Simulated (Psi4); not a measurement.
Psi4 1.11, B3LYP/def2-svp, scf_type pk: F[Si](F)(F)S[SiH](Cl)Cl, 9 atoms. The geometry is a generated start, not checked to be a minimum at this level.

```json
{
  "task": "energy",
  "method": "b3lyp",
  "basis": "def2-svp",
  "memory": "7 GB",
  "e_convergence": "1e-08",
  "d_convergence": "1e-07",
  "guess": "auto, which took SAD (default)",
  "diis_max_vecs": "10 (default)",
  "scf_initial_accelerator": "adiis (default)",
  "dft_radial_points": "75 (default)",
  "dft_spherical_points": "302 (default)",
  "basis_functions": "137",
  "grid_points": "190023"
}
```

```xyz
9

Si     1.5228    -0.6043     0.3156
F      1.0675    -1.4379     1.5819
F      2.9126    -1.1832    -0.1501
F      1.8205     0.8285     0.9203
S      0.1350    -0.6470    -1.2459
Si    -1.5225     0.5064    -0.3945
Cl    -1.1602     2.4571    -0.6224
Cl    -3.1350    -0.0744    -1.4124
H     -1.6407     0.1547     1.0076
```
Charge 0, spin multiplicity 1.

The reference run uses exact four-centre integrals (scf_type = pk). One run each, on a shared machine, so no times are given.

Measured:

```tsv
setting	energy against the reference
scf_type = cd, cholesky_tolerance = 1e-06	−0.086 meV/atom
scf_type = cd, cholesky_tolerance = 1e-05	−0.43 meV/atom
scf_type = cd, cholesky_tolerance = 0.0001 (default)	−4.6 meV/atom
scf_type = cd, cholesky_tolerance = 0.001	−0.97 meV/atom
```

Q: How far does the result lie from the reference with scf_type = cd, cholesky_tolerance = 0.01?

A: energy against the reference: +83 meV/atom. Total energies are compared; such shifts often cancel in part in energy differences.
